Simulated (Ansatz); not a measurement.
Here is the system:

```xyz
2
Lattice="0.0000 3.2244 3.2244 3.2788 -0.0544 3.2788 3.2788 3.2788 -0.0544" Properties=species:S:1:pos:R:3 pbc="T T T"
Te     4.8966     4.8366     4.8366
Cd     0.0216     0.0000     0.0000
```

A single point on CdTe with a change (tensor shear ε_yz = −1.66 %), its geometry relaxed with r2SCAN.

Calculations: HSE06/PAW in Ansatz (an electronic-structure program), spin-orbit coupling included. k-mesh 6×6×6 (Γ-centred); smearing 0.01 eV (Fermi–Dirac).

Question: What band gap does the calculation give?

Answer: 1.15 eV.

Question: What is the computed valence-band top at Γ (three highest Kramers pairs, from the VBM)?

Answer: 0.00, -0.11, -1.00 eV.

Single points use the geometry relaxed with r2SCAN. The cells carry an imposed strain or load. Stability against distortions was not tested. The cell was made from CdTe in the zinc blende structure (space group F-43m, No. 216) by this change: tensor shear ε_yz = −1.66 %.
